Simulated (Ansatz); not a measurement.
The starting structures come from a database of crystals and need not be the phases stable at ambient conditions.

 Where the default PAW files enter, the runs use the earlier of Ansatz's two default sets.

By LDA and PBEsol, the system below comes out a metal.

Given:

```xyz
4
Lattice="2.9111 0.0000 0.0000 0.0000 9.4637 0.0000 1.4556 0.0000 2.5211" Properties=species:S:1:pos:R:3 pbc="T T T"
Ag     0.0000     0.0000     0.0000
Ag     0.0000     4.7319     0.0000
Ag     1.4556     7.0978     0.8404
Ag     2.9111     2.3659     1.6807
```

Space group of this cell: P6_3/mmc. The cell is taken as given; by PBEsol its mean pressure is -4.3 GPa.

The current runs along the normal of the first two printed vectors, the (100) plane. All runs by Ansatz (a first-principles code), plane waves and PAW, without spin-orbit coupling; the base is PBEsol.

| run | mean pressure (GPa) | G/A, both spins (10¹⁵ S/m²) |
|---|---|---|
| base | -4.3 | 0.84 |
| all lengths scaled by 0.98 | 2.5 | 0.86 |
| all lengths scaled by 1.02 | -8.9 | 0.82 |
| lda in place of pbesol | -8.8 | 0.84 |
| lengths across the current scaled by 0.98, ions clamped | 0.0 | 0.85 |
| lengths across the current scaled by 1.02, ions clamped | -7.5 | 0.84 |
| lengths along the current scaled by 0.97, ions clamped | -1.1 | ? |
| lengths along the current scaled by 1.03, ions clamped | -6.7 | ? |

**Question.** Fill in the missing entries.

**Answer.** 
- lengths along the current scaled by 0.97, ions clamped, G/A, both spins (10¹⁵ S/m²): 0.87
- lengths along the current scaled by 1.03, ions clamped, G/A, both spins (10¹⁵ S/m²): 0.81
